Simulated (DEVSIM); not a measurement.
System: W/SiON/SiO2/n-Si capacitor, at 300 K.

Layer 1 from the left is SiON, thickness (nm) 4.30. Layer 2 from the left is SiO2, thickness (nm) 1.30. Layer 3 from the left is Si, thickness (nm) 2600, Nd (cm⁻³) 4.7e16.

Metal gate on the left, work function 4.6 eV. Fixed charge at the semiconductor interface 1.1e10 cm⁻² (in units of +e); no interface traps.

Constants are typed, rounded textbook-type inputs, not results; the design itself was drawn at random and stands for no fabricated device. Values at 300 K.

SiON: gap (eV) 7, affinity (eV) 1.4, permittivity 5.5. SiO2: gap (eV) 9, affinity (eV) 0.9, permittivity 3.9. Si: gap (eV) 1.124, affinity (eV) 4.05, permittivity 11.7, Nc (cm⁻³) 2.86e19, Nv (cm⁻³) 3.1e19.

Estimate by hand the flat-band voltage, the threshold voltage, and compare with a numerical solution.


- Flat-band voltage: C = 0.794 μF/cm², work-function difference 0.384 V; VFB = φms − qNf/C = 0.38 V; numerical 0.38 V.
- Threshold voltage: φF = 0.395 V, depletion charge √(4εqNφF) = 1.11e-7 C/cm²; VT = VFB − 2φF − Qd/C = -0.55 V; numerical -0.55 V.

DEVSIM, 1D Poisson equation in equilibrium, Boltzmann statistics, complete ionisation; no quantum confinement or tunnelling. Metal contacts follow the ideal Schottky-Mott rule: no Fermi-level pinning, no interface dipoles.
